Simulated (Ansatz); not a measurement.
The starting structures come from a database of crystals and need not be the phases stable at ambient conditions.

```yaml
crystal:
  lattice:
    - [3.56362, 0.00000, 0.00000]
    - [0.00000, 5.92910, 0.00000]
    - [0.00000, 0.00000, 6.99178]
  atoms:
    - { symbol: Ca, position: [0.75000, 0.24907, 0.88814] }
    - { symbol: Ca, position: [0.25000, 0.75093, 0.11186] }
    - { symbol: Ca, position: [0.25000, 0.25093, 0.38814] }
    - { symbol: Ca, position: [0.75000, 0.74907, 0.61186] }
    - { symbol: F, position: [0.75000, 0.47858, 0.16574] }
    - { symbol: F, position: [0.25000, 0.52142, 0.83426] }
    - { symbol: F, position: [0.25000, 0.02142, 0.66574] }
    - { symbol: F, position: [0.75000, 0.97858, 0.33426] }
    - { symbol: F, position: [0.25000, 0.64349, 0.42648] }
    - { symbol: F, position: [0.75000, 0.35651, 0.57352] }
    - { symbol: F, position: [0.75000, 0.85651, 0.92648] }
    - { symbol: F, position: [0.25000, 0.14349, 0.07352] }
```

Space group of this cell: Pnma. The cell is taken as given.

Computed with r2SCAN (plane waves, PAW; Ansatz, an electronic-structure program).

The current runs along the normal of the first two printed vectors; no spin-orbit coupling. Scaled by the factor s: the length along the current (ions clamped). The meshes follow the cell: 8×6×6 and 8×6 across at s = 0.97, 8×6×6 and 8×6 across at s = 1.00, 8×6×4 and 8×6 across at s = 1.03.

| s | mean pressure (GPa) | band gap (eV) |
|---|---|---|
| 0.97 | 2.9 | 8.88 |
| 1.00 | -0.5 | 8.69 |
| 1.03 | -3.2 | ? |

Task: Take the slope of the band gap against ln s from the two given rows, extrapolate to s = 1.03, and say what the run there gives.

Result: Slope = (8.88 − 8.69) / ln 0.97 = -6.24 eV. The line gives 8.69 + (-6.24) × ln 1.03 = 8.51 eV. The run gives 8.49 eV, 0.02 eV under the line, 8 % of the predicted step.
